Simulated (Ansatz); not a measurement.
Input:

End structure of F on the 1x1 (111) surface of fcc Cu, one in a 2x1 cell, started at the site 'hollow Cu-Cu-Cu over Cu at depth 4.1 Å':

```
CELL_PARAMETERS angstrom
      5.13360     0.00000     0.00000
     -1.28340     2.22291     0.00000
      0.00000     0.00000    25.50000
ATOMIC_POSITIONS crystal
  Cu 0.16667 0.66667 0.37817
  Cu 0.66667 0.66667 0.37817
  Cu 0.33333 0.33333 0.45940
  Cu 0.83333 0.33333 0.45940
  Cu 0.00160 0.00160 0.54226
  Cu 0.49915 0.99915 0.53996
  Cu 0.15628 0.65628 0.62383
  Cu 0.67615 0.67615 0.61990
  F  0.37311 0.37311 0.67638
```

Slab: 9 atoms, 6.2 Å thick at the start under the adsorbate (thin: gaps and levels are the slab's own); k 6x12x1, smearing 0.1 eV, dipole-corrected; 4 atoms held, the rest relaxed; start symmetry kept, larger cells not searched; no spin, no spin-orbit, no U, no dispersion correction. At the end it is bonded to 3 Cu. In PBE it is, or lies within 0.03 eV of, the lowest of the starts that converged.

A negative adsorption energy means that the adsorbate is more stable on the surface than in its reference.

Task: What adsorption energy against ½ F2(g) does Ansatz (a first-principles code) with PBE give?

Result: -2.52 eV

Task: Predict the work function of the top face from PBE.

Result: 6.71 eV

Task: Predict the change of the work function from PBE.

Result: 1.94 eV

Task: What is the computed change of the step from the bottom to the top vacuum level, against the clean slab (PBE)?

Result: 1.91 eV
